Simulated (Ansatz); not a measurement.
Given:

End structure of CO on the 1x1 (111) surface of fcc Cu, one in a 2x2 cell, started at the site 'hollow Cu-Cu-Cu over Cu at depth 4.1 Å':

```yaml
crystal:
  lattice:
    - [5.13360, 0.00000, 0.00000]
    - [-2.56680, 4.44582, 0.00000]
    - [0.00000, 0.00000, 25.50000]
  atoms:
    - { symbol: Cu, position: [0.16667, 0.33333, 0.37817] }
    - { symbol: Cu, position: [0.16667, 0.83333, 0.37817] }
    - { symbol: Cu, position: [0.66667, 0.33333, 0.37817] }
    - { symbol: Cu, position: [0.66667, 0.83333, 0.37817] }
    - { symbol: Cu, position: [0.33333, 0.16667, 0.45940] }
    - { symbol: Cu, position: [0.33333, 0.66667, 0.45940] }
    - { symbol: Cu, position: [0.83333, 0.16667, 0.45940] }
    - { symbol: Cu, position: [0.83333, 0.66667, 0.45940] }
    - { symbol: Cu, position: [0.00149, 0.00074, 0.54010] }
    - { symbol: Cu, position: [0.00000, 0.50000, 0.54330] }
    - { symbol: Cu, position: [0.49926, 0.00074, 0.54010] }
    - { symbol: Cu, position: [0.49926, 0.49851, 0.54010] }
    - { symbol: Cu, position: [0.16664, 0.33336, 0.62437] }
    - { symbol: Cu, position: [0.16664, 0.83329, 0.62437] }
    - { symbol: Cu, position: [0.66671, 0.33336, 0.62437] }
    - { symbol: Cu, position: [0.66667, 0.83333, 0.61942] }
    - { symbol: C, position: [0.33333, 0.16667, 0.67977] }
    - { symbol: O, position: [0.33333, 0.16667, 0.72580] }
```

Set-up: 18 atoms, 6.2 Å thick at the start under the adsorbate (thin: gaps and levels are the slab's own); mesh 6x6x1; 0.1 eV smearing; dipole correction on; 8 atoms held, the rest relaxed; symmetry of the start imposed; no spin, no spin-orbit, no U, no dispersion correction. At the end it is bonded to 3 Cu. In PBE it is, or lies within 0.03 eV of, the lowest of the starts that converged.

A negative adsorption energy means that the adsorbate is more stable on the surface than in its reference.

Estimate the change of the work function that PBE (Ansatz, a quantum-chemistry and plane-wave program) returns for this input.

0.66 eV

What is the computed adsorption energy against CO(g) (PBE)?

-0.75 eV

Predict the work function of the top face from PBE.

5.43 eV

Give the change of the step from the bottom to the top vacuum level, against the clean slab at the level PBE.

0.64 eV
